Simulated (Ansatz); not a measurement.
ZrSi2, response to strain

The reference is ZrSi₂ (space group Cmcm, No. 63).

Space group Cmcm (No. 63); a = 3.6887 Å, b = 14.8584 Å, c = 3.6668 Å, α = 90.00°, β = 90.00°, γ = 90.00°

```json
[
 {"atom": "Si", "site": "4c", "symmetry": "m2m", "x": "0.0000", "y": "0.0517", "z": "0.2500"},
 {"atom": "Si", "site": "4c", "symmetry": "m2m", "x": "0.0000", "y": "0.2498", "z": "0.7500"},
 {"atom": "Zr", "site": "4c", "symmetry": "m2m", "x": "0.0000", "y": "0.3942", "z": "0.2500"}
]
```
(The calculation used a cell of 6 atoms; values per cell refer to that cell.)

Strains are applied to the cell and any free atomic positions relax.

Computed with r2SCAN, PAW, 500 eV (Ansatz, a quantum-chemistry and plane-wave program; spin-orbit coupling left out).

Candidates:
(a) isotropic strain −4.82 %
(b) isotropic strain +4.61 %
(c) isotropic strain +2.95 %

Notes on the quantities. energy relative to the base: free energy F.

Order them by energy relative to the base, lowest first.

(c) isotropic strain +2.95 % (+49 meV/atom), (b) isotropic strain +4.61 % (+115 meV/atom), (a) isotropic strain −4.82 % (+170 meV/atom)

No phonon test of stability was made. All final runs are without spin polarisation.
